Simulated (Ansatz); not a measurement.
Pt: biaxial strain −1.25 %, plane normal [111], relaxed out of plane

The reference is Pt in the fcc (Cu type) structure (space group Fm-3m, No. 225; a = 3.8954 Å; relaxed with 0.1 eV smearing). Axes: x, y, z lie along the cube axes.

It is then changed as follows: compressive biaxial strain of 1.25 % in the plane normal to [111], as in epitaxy on a mismatched substrate; the out-of-plane cell vector and the atoms relax.

The values are results of Ansatz (a program for electronic structure) LDA, no SOC, not measurements. Settings: 29×29×29 k-points, 0.1 eV Fermi–Dirac smearing.

- Volume per atom = 14.62 Å³ (base 14.78 Å³)
- Space group = R-3m (No. 166) (base Fm-3m (No. 225))
- Shortest interatomic distance = 2.720 Å (base 2.754 Å)
- Energy relative to the base (free energy F) = +6.0 meV/atom
- Pressure (mean of the normal stresses, compression positive) = 3.6 GPa (base 0.0 GPa)
- Band gap = zero (base zero)
- Out-of-plane strain = +1.47 %
- Ratio −ε⊥/ε∥ = 1.18
- Mean in-plane stress (compression positive) = +5.3 GPa

Final structure (turned so that z lies along the plane normal):

```xyz
1
Lattice="2.7200 0.0000 0.0000 1.3600 2.3556 0.0000 1.3600 -0.7852 2.2821" Properties=species:S:1:pos:R:3 pbc="T T T"
Pt     0.0000     0.0000     0.0000
```

Cost of the whole job for the changed cell (relaxation, final SCF and bands): about 100 core-seconds (a rough figure).

Whether these cells are dynamically stable was not tested. All final runs are without spin polarisation.
